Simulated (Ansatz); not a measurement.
## Fermi-surface data of Ni$_{3}$Si under load (space group P4/mmm)

Given:

```
Ni3Si
1.0
    3.48146     0.00000     0.00000
    0.00000     3.48146     0.00000
    0.00000     0.00000     3.44022
Si Ni
1 3
Direct
  0.00000   0.00000   0.00000
  0.00000   0.50000   0.50000
  0.50000   0.00000   0.50000
  0.50000   0.50000   0.00000
```

Level of theory: PBEsol, rigid bands (plane waves, PAW, scalar-relativistic; Ansatz, a quantum-chemistry and plane-wave program). Condition of this run: biaxial stress xx = yy = -2 GPa (compression positive) (the target of the relaxation). How the cell was made: cell and atoms relaxed with PBEsol, then loaded as said.

```yaml
density of states at the Fermi level: 2.10 states/(eV·cell), both spins
bare Sommerfeld coefficient: 1.24 mJ/(mol of atoms·K²)
drude_plasma_energy: 1.79 (x), 1.79 (y), 1.91 (z) eV
root-mean-square Fermi velocity: 1.6e5 m/s
resistivity times τ: 152 (x), 152 (y), 134 (z) ×10⁻²² Ω·m·s
```

A metal at this level (no band gap); rigid bands, thermally averaged at 300 K, both spins. Spin-orbit coupling is left out. τ is one relaxation time for all states.

Computed structure with no diffraction record at hand here (it may be known, metastable or hypothetical): Ni3Si under load (space group P4/mmm). Treated as nonmagnetic (a ferromagnetic start lost its moment, other orders weren't tried): Ni3Si under load (space group P4/mmm).
